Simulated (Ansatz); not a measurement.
Here is the system:

```
AlAs
1.0
    4.01340     0.00000     0.00000
   -2.00670     3.47570     0.00000
    2.00670    -1.15857     3.27692
Al As
1 1
Cartesian
  0.00000   0.00000   0.00000
  4.01340   0.00000   2.45769
```

Space group of this cell: F-43m, zinc blende. The cell is taken as given.

The current runs along the normal of the first two printed vectors, the (111) plane. All runs by Ansatz (an electronic-structure program), plane waves and PAW, without spin-orbit coupling; the base is PBEsol.

```
run                                                      mean pressure (GPa)    gap (eV)  mid-gap κ (1/Å)
-------------------------------------------------------  -------------------  ----------  ---------------
base                                                                     0.0        1.34            0.101
all lengths scaled by 0.98                                               4.9        1.24            0.109
all lengths scaled by 1.02                                              -3.8        1.44            0.086
lda in place of pbesol                                                  -1.8        1.36            0.098
lengths across the current scaled by 0.98, ions clamped                  3.2        1.24       (withheld)
lengths across the current scaled by 1.02, ions clamped                 -2.6        1.36       (withheld)
lengths along the current scaled by 0.97, ions clamped                   2.4  (withheld)       (withheld)
lengths along the current scaled by 1.03, ions clamped                  -2.0        1.35            0.093
```

Question: Fill in the missing entries.

Answer: 
- lengths across the current scaled by 0.98, ions clamped, mid-gap κ (1/Å): 0.107
- lengths across the current scaled by 1.02, ions clamped, mid-gap κ (1/Å): 0.094
- lengths along the current scaled by 0.97, ions clamped, gap (eV): 1.21
- lengths along the current scaled by 0.97, ions clamped, mid-gap κ (1/Å): 0.108
